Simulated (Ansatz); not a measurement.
The parent structure is Ge in the diamond structure (space group Fd-3m, No. 227; a = 5.674 Å). Axes: x, y, z lie along the cube axes.

The values are results of r2SCAN (Ansatz, a quantum-chemistry and plane-wave program; PAW; 500 eV plane waves; without spin-orbit coupling), not measurements.

A first run, uniaxial strain ε_xx = −0.64 %, gives secant values C11 ≈ 130 GPa and C12 ≈ 45 GPa from its stress. A second run applies isotropic strain −0.92 %.

### Question
What does linear elasticity predict for the bulk modulus −ΔP/(ΔV/V₀) in the second run, and what does the run give?

### Answer
Linear elasticity: (C11 + 2 C12)/3 = 73 GPa. The run gives 77 GPa; any difference comes from nonlinear terms at these strains and numerical noise.

Stability against distortions was not tested.
